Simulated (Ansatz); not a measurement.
Consider NiSi (space group Pnma, No. 62; a = 5.190 Å, b = 3.350 Å, c = 5.624 Å; non-magnetic). Axes: x, y, z lie along a, b, c of the conventional cell.

Method: Kohn–Sham DFT with the PBE functional, run in Ansatz (a first-principles code) with PAW and 420 eV plane waves, spin-orbit coupling left out, earlier PAW set.

Base values:

- Shortest interatomic distance = 2.287 Å
- Pressure = 0.0 GPa

Perturbation: biaxial strain −2.80 %, plane normal [001], relaxed out of plane (Cartesian); in-plane vectors clamped, the third vector and the atoms free.

What happens to the shortest interatomic distance?

The shortest interatomic distance decreases by 0.0185 Å, from 2.287 Å to 2.269 Å.

What does the calculation give for the pressure after the change?

The pressure (mean of the normal stresses, compression positive) goes from zero to 5.8 GPa.

Stability against distortions was not tested. Seeded moments were not kept for the base. All final runs are without spin polarisation.
